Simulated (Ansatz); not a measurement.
A (4,4) carbon nanotube, stretched and compressed along its axis from its relaxed period of 2.465 Å, atoms relaxed at each length.

Computed with PBE (plane waves to 420 eV, PAW; Ansatz, a first-principles code). Mesh 1×1×30. No spin polarisation. Isolated but for its images some 11 Å away. An idealised model, rolled from the flat sheet. Symmetry and one short period hold its shape; lower forms weren't sought. Buckling under compression is shut out by symmetry and the short period. Energies are free energies at a Fermi–Dirac width of 0.05 eV, from the unstrained cell.

```
strain (%)  energy (meV a period)  axial force (nN)
----------  ---------------------  ----------------
-3.0                         +423            -18.79
-1.5                            ?                 ?
0.0                             0             -0.02
+1.5                          +94             +7.94
+3.0                         +361            +15.26
+6.0                            ?                 ?
```

**Question.** What belongs in the gaps?

**Answer.** 
- -1.5, energy (meV a period): +103
- -1.5, axial force (nN): -9.04
- +6.0, energy (meV a period): +1380
- +6.0, axial force (nN): +28.27
